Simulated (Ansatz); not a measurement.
**What biaxial strain +0.88 %, plane normal [111], relaxed out of plane does to hypothetical CsCl type NbP**

Take NbP in the CsCl type structure (space group Pm-3m, No. 221; a = 3.079 Å; a hypothetical phase, not in the database extracts checked; relaxed with 0.1 eV smearing) as the base. Axes: x, y, z lie along the cube axes.

It is then changed as follows: tensile biaxial strain of 0.88 % in the plane normal to [111], as in epitaxy on a mismatched substrate; the out-of-plane cell vector and the atoms relax.

Method: Ansatz (a first-principles code), PBEsol, PAW, cutoff 420 eV, without spin-orbit coupling. k-mesh 19×19×19 (Γ-centred); smearing 0.1 eV (Fermi–Dirac).

| quantity | base | changed | shift |
|---|---|---|---|
| volume per atom | 14.60 Å³ | 14.78 Å³ | +0.18 Å³ |
| shortest interatomic distance | 266.7 pm | 265.3 pm | -1.4 pm |
| energy relative to the base (free energy F) | 0 meV/atom | +2.9 meV/atom | +2.9 meV/atom |
| pressure (mean of the normal stresses, compression positive) | 0.0 GPa | -2.4 GPa | -2.4 GPa |
| band gap | zero | zero | – |
| out-of-plane strain | – | -0.53 % | – |
| ratio −ε⊥/ε∥ | – | 0.61 | – |
| mean in-plane stress (compression positive) | – | -3.6 GPa | – |

No phonon test of stability was made. All final runs are without spin polarisation.
